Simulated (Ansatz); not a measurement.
# Evanescent states of MoS₂ (R3m, 3 atoms a cell, 17.2 Å³ an atom, 3 GPa at this level) along the normal of (110)

All values below come from r2SCAN (plane waves, PAW; Ansatz, a first-principles code).

The gap is the functional's own, uncorrected, and κ follows it; spin-orbit coupling is left out. Mid-gap means the computed energy nearest the middle.

Energies count from the valence-band top; κ is the least over a 6×6 mesh across the current.

```
E (eV)  κ (1/Å)  where
------  -------  -----
0.03      0.067  off Γ
0.09      0.117  off Γ
0.15      0.151  off Γ
0.21        [?]  off Γ
0.27        [?]  off Γ
0.33        [?]  off Γ
0.39        [?]  off Γ
0.45        [?]  off Γ
0.51        [?]  off Γ
0.57        [?]  off Γ
0.63        [?]  off Γ
0.69      0.161      Γ
0.75      0.133      Γ
0.81      0.095      Γ
```

### Question
Some entries are withheld; supply them.

### Answer

- 0.21, κ (1/Å): 0.178
- 0.27, κ (1/Å): 0.203
- 0.33, κ (1/Å): 0.212
- 0.39, κ (1/Å): 0.208
- 0.45, κ (1/Å): 0.203
- 0.51, κ (1/Å): 0.197
- 0.57, κ (1/Å): 0.190
- 0.63, κ (1/Å): 0.181
